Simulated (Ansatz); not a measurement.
The starting structures come from a database of crystals and need not be the phases stable at ambient conditions.

## Evanescent states of Tl₂TeCl₆ (Fm-3m, not sure to be the ambient phase, 9 atoms a cell, 29.3 Å³ an atom) along the normal of (001)

Method: r2SCAN (plane waves, PAW; Ansatz, a quantum-chemistry and plane-wave program).

The gap is the functional's own. No spin-orbit coupling. Mid-gap values are interpolated on the energy grid.

Energies count from the valence-band top; κ is the least over a 4×4 mesh across the current.

```tsv
E (eV)	κ (1/Å)	where
0.07	0.151	Γ
0.21	0.233	Γ
0.35	0.262	Γ
0.49	0.284	Γ
0.63	___	Γ
0.77	___	Γ
0.91	___	Γ
1.05	___	Γ
1.19	___	off Γ
1.33	___	off Γ
1.47	___	off Γ
1.61	___	off Γ
1.75	___	off Γ
1.89	___	off Γ
2.03	___	off Γ
2.17	0.241	off Γ
2.31	0.212	off Γ
2.45	0.173	off Γ
2.59	0.113	off Γ
```

Task: Complete the blanks.

Result: 
- 0.63, κ (1/Å): 0.303
- 0.77, κ (1/Å): 0.318
- 0.91, κ (1/Å): 0.331
- 1.05, κ (1/Å): 0.342
- 1.19, κ (1/Å): 0.340
- 1.33, κ (1/Å): 0.332
- 1.47, κ (1/Å): 0.323
- 1.61, κ (1/Å): 0.312
- 1.75, κ (1/Å): 0.299
- 1.89, κ (1/Å): 0.283
- 2.03, κ (1/Å): 0.264
